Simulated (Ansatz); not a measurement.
Base system: Li in the bcc (W type) structure (space group Im-3m, No. 229; a = 3.4352 Å; relaxed with 0.1 eV smearing).

Method: PBE (Ansatz, an electronic-structure program, PAW, without spin-orbit coupling).

Base values:

| Item | Result |
|---|---|
| Pressure | 0.0 GPa |

It is then changed as follows: an isotropic linear strain of +1.00 %, atoms relaxed at fixed cell.

Estimate the effect on the energy relative to the base and pressure.

The energy grows by 0.7 meV/atom; the pressure goes from zero to -0.4 GPa.

Stability against distortions was not tested.
